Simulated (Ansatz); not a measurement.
Input:

End structure of a constructed model of the (111)A surface of zinc-blende BP, B-terminated, 2x2 Al adatom at T4 (bottom of the slab: 3 H on 4 bottom sites):

```
CELL_PARAMETERS angstrom
      6.43241     0.00000     0.00000
     -3.21621     5.57063     0.00000
      0.00000     0.00000    30.50000
ATOMIC_POSITIONS crystal
  P  0.00144 0.99848 0.31473
  P  0.49704 0.99848 0.31473
  P  0.00148 0.50296 0.31470
  P  0.49999 0.49998 0.30712
  B  0.33754 0.17508 0.33369
  B  0.83337 0.16673 0.33362
  B  0.33747 0.66240 0.33370
  B  0.82493 0.66240 0.33370
  P  0.33333 0.16667 0.39849
  P  0.83333 0.16667 0.39849
  P  0.33333 0.66667 0.39849
  P  0.83333 0.66667 0.39849
  B  0.16667 0.33333 0.42002
  B  0.66667 0.33333 0.42002
  B  0.16667 0.83333 0.42002
  B  0.66667 0.83333 0.42002
  P  0.16617 0.33337 0.48481
  P  0.66721 0.33337 0.48481
  P  0.16646 0.83292 0.48478
  P  0.66682 0.83364 0.48403
  B  0.99770 0.99877 0.50588
  B  0.50107 0.99877 0.50588
  B  0.00005 0.50010 0.50676
  B  0.50118 0.50235 0.50574
  P  0.99603 0.99808 0.57042
  P  0.50204 0.99808 0.57042
  P  0.99996 0.49992 0.57207
  P  0.50199 0.50397 0.57035
  B  0.33336 0.16672 0.58770
  B  0.83295 0.16589 0.59334
  B  0.33407 0.66704 0.59328
  B  0.83297 0.66704 0.59328
  P  0.33340 0.16679 0.65015
  P  0.83656 0.17311 0.66074
  P  0.32699 0.66353 0.66068
  P  0.83654 0.66353 0.66068
  B  0.17563 0.32454 0.67902
  B  0.64891 0.32454 0.67902
  B  0.17560 0.85120 0.67898
  B  0.66671 0.83341 0.66710
  H  0.99993 0.00022 0.26795
  H  0.50029 0.00022 0.26795
  H  0.99983 0.49966 0.26792
  Al 0.33338 0.16677 0.72600
```

Set-up: 44 atoms, 14.3 Å thick at the start with caps and adatoms; mesh 4x4x1; 0.025 eV smearing; dipole correction on; 8 atoms held, the rest relaxed; symmetry of the start imposed; no spin, no spin-orbit, no U. In PBE it is, or lies within 0.01 eV a 1x1 cell of, the lowest of the 2 structures of its composition computed so far; subsurface sites and larger cells were not tried.

Question: What gap of the slab on its k-mesh does PBE in Ansatz (a first-principles code) give?

Answer: 0.55 eV

Question: What highest filled level below the top vacuum level does PBE give?

Answer: 4.53 eV
